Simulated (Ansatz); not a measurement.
CsSnI3 under a change: I → C

Take CsSnI₃ in the cubic perovskite structure (space group Pm-3m, No. 221; a = 6.130 Å) as the base.

The change: C takes the place of I on all its sites, then cell and atoms are relaxed.

Calculations: PBEsol, PAW, 420 eV (Ansatz, an electronic-structure program; no spin-orbit coupling). k-mesh 11×11×11 (Γ-centred); smearing 0.05 eV (Fermi–Dirac), for the changed cell.

```yaml
volume_per_atom: 18.03 Å³ (base 46.08 Å³)
density: 5.30 g/cm³ (base 4.56 g/cm³)
space_group: Pm-3m (No. 221) (base Pm-3m (No. 221))
shortest_interatomic_distance: 2.242 Å (base 3.065 Å)
band_gap: zero (base 0.10 eV)
```

Cost of the whole job for the changed cell (relaxation, final SCF and bands): around 100 core-seconds (rough).

Spin-orbit coupling, missing from the scalar runs, can matter with I. Stability against distortions was not tested. As relaxed here, CsSnC3 is a hypothetical phase, not in the database extracts checked. The final runs are not spin-polarised. An odd electron count without spin: CsSnC3. Many cubic perovskites are stable only at high temperature; tilts and polar distortions were not tested. A zero or small gap of CsSnI3 can be the functional's error rather than a property of the material.
